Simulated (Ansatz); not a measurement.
Base system: GaAs in the zinc blende structure (space group F-43m, No. 216; a = 5.746 Å). Axes: x, y, z lie along the cube axes.

Level of theory: PBE/PAW in Ansatz (a program for electronic structure), without spin-orbit coupling.

One thing is altered: an isotropic linear strain of −1.50 %, atoms relaxed at fixed cell.

Task: Predict the stress tensor and what it implies for the stiffness.

Result: Stress of the strained cell less that of the base (GPa, compression positive):
```
   3.06    0.00    0.00
   0.00    3.06    0.00
   0.00    0.00    3.06
```

Then B = −ΔP/(ΔV/V₀) with ΔV/V₀ = -0.0443 gives secant stiffness values (nonlinear terms included at this strain): B ≈ 69 GPa.

As a check, the harmonic strain energy −½ V₀ Δσ:ε is 10 meV/atom; the computed energy rise is 9.6 meV/atom.

Stability against distortions was not tested.
